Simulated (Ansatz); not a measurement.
The cell is built on a prototype and need not be the phase stable at ambient conditions.

By PBEsol, the system below comes out a metal.

Without scattering a metal conducts by its projected Fermi surface.

Input:

```yaml
crystal:
  lattice:
    - [4.19766, 0.00000, 0.00000]
    - [2.09883, 5.38393, 0.00000]
    - [2.09883, 0.00000, 2.09883]
  atoms:
    - { symbol: Hf, position: [0.75416, 0.49169, 0.00000] }
    - { symbol: Hf, position: [0.50416, 0.99169, 0.50000] }
    - { symbol: N, position: [0.16184, 0.67631, 0.00000] }
    - { symbol: N, position: [0.91184, 0.17631, 0.50000] }
```

Space group of this cell: I4_1md. The cell was relaxed by PBE-D3(BJ); by PBEsol its mean pressure is -3.0 GPa.

The current flows along the normal of the first two printed cell vectors. No spin-orbit coupling; the value is a mean over 0.1 eV about the Fermi level.

Problem. Give the ballistic conductance per area that PBEsol in Ansatz (a quantum-chemistry and plane-wave program) yields.

Solution. 0.74 × 10¹⁵ S/m² for both spins.
